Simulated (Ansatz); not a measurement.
# Cu3N: Cu interstitial (started 2.66 Å from the nearest host atom), symmetric start

Start from a 16-atom supercell of Cu3N (space group Pm-3m, No. 221; a = 3.7649 Å) at its relaxed geometry.

Perturbation: one Cu atom is added in an open site, starting 2.66 Å from the nearest host atom, atoms relaxed at fixed cell.

Computed with PBEsol (Ansatz, a first-principles code), no spin-orbit coupling. Γ-centred 7×7×7 mesh, Fermi–Dirac width 0.05 eV.

```tsv
quantity	base	changed	shift
pressure	0.0 GPa	0.9 GPa	+0.9 GPa
largest displacement of a host atom from its site in the perfect cell	–	0.04 Å	–
final site of the added atom	–	12 Cu at 2.62 Å (cuboctahedral)	–
```

Final structure:

```
CELL_PARAMETERS angstrom
      3.76491    -3.76491    -3.76491
     -3.76491     3.76491    -3.76491
      3.76491     3.76491     3.76491
ATOMIC_POSITIONS crystal
  N  0.50000 0.50000 0.00000
  N  0.00000 0.00000 0.00000
  N  0.00000 0.50000 0.50000
  N  0.50000 0.00000 0.50000
  Cu 0.75394 0.50787 0.25394
  Cu 0.24606 0.00000 0.25394
  Cu 0.24606 0.49213 0.74606
  Cu 0.75394 0.00000 0.74606
  Cu 0.24606 0.24606 0.99213
  Cu 0.75394 0.75394 0.00787
  Cu 0.75394 0.24606 0.50000
  Cu 0.24606 0.75394 0.50000
  Cu 0.50787 0.75394 0.25394
  Cu 0.00000 0.24606 0.25394
  Cu 0.00000 0.75394 0.74606
  Cu 0.49213 0.24606 0.74606
  Cu 0.00000 0.00000 0.50000
```

Cost of the whole job for the changed cell (relaxation, final SCF and bands): around 3 core-minutes (rough).

In so small a cell the defect repeats every few ångströms: this is an ordered compound, not a dilute defect. The defect started on the symmetric site and kept its symmetry, so it may sit on a saddle. All final runs are without spin polarisation. The defect cell is not spin-polarised.
